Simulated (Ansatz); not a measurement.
Start from V3Si in the A15 (Cr3Si type) structure (space group Pm-3n, No. 223; a = 4.650 Å).

The values are results of Kohn–Sham DFT with the PBEsol functional, run in Ansatz (a quantum-chemistry and plane-wave program) with PAW and 420 eV plane waves, spin-orbit coupling left out, not measurements.

Base values:

The volume per atom is 12.56 Å³.

Modification: cell and atoms relaxed at a pressure of 9 GPa.

**Question.** Predict the new volume per atom.

**Answer.** The volume per atom falls by 0.49 Å³, from 12.56 Å³ to 12.07 Å³.

Load acts through the strain it causes; cell and atoms are relaxed under it. Whether these cells are dynamically stable was not tested. Competing high-pressure phases were not computed. Seeded moments were not kept for the base. All final runs are without spin polarisation.
